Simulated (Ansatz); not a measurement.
Sn (model structure, started from the Ge type, P4₃2₁2, No. 96, 12 atoms in the cell) was calculated with LDA in Ansatz (PAW).

Settings: plane-wave cutoff 520 eV, 6×6×4 k mesh (along the axes of the cell as run), Fermi–Dirac smearing 0.01 eV, scalar-relativistic PAW data made under PBE.

Cell (relaxed at this level):

```yaml
crystal:
  lattice:
    - [6.71331, 0.00000, 0.00000]
    - [0.00000, 6.71331, 0.00000]
    - [0.00000, 0.00000, 7.67402]
  atoms:
    - { symbol: Sn, position: [0.09832, 0.09832, 0.00000] }
    - { symbol: Sn, position: [0.40168, 0.59832, 0.75000] }
    - { symbol: Sn, position: [0.90168, 0.90168, 0.50000] }
    - { symbol: Sn, position: [0.59832, 0.40168, 0.25000] }
    - { symbol: Sn, position: [0.17864, 0.36211, 0.28332] }
    - { symbol: Sn, position: [0.13789, 0.67864, 0.03332] }
    - { symbol: Sn, position: [0.82136, 0.63789, 0.78332] }
    - { symbol: Sn, position: [0.86211, 0.32136, 0.53332] }
    - { symbol: Sn, position: [0.67864, 0.13789, 0.96668] }
    - { symbol: Sn, position: [0.63789, 0.82136, 0.21668] }
    - { symbol: Sn, position: [0.32136, 0.86211, 0.46668] }
    - { symbol: Sn, position: [0.36211, 0.17864, 0.71668] }
```

Task: What does this level give for the band gap, smallest direct gap on the k points sampled and direct gap at Γ?

Result: 
- band gap: 0.03 eV (under three smearing widths, so not firm)
- smallest direct gap on the k points sampled: 0.12 eV
- direct gap at Γ: 1.21 eV

Note: the relaxation could raise the start's symmetry but not lower it, so the cell can be a saddle point.

Spin–orbit coupling is not included; it can close the smallest gap of 0.03 eV.

Computed values are for the static lattice.

Computing time: about 4 core-minutes (a rough figure).

A model structure was made by putting elements into a prototype or built by hand; it is no filed structure, need not be a known phase, and can be a saddle point held by its symmetry.

Ansatz is an electronic-structure program.
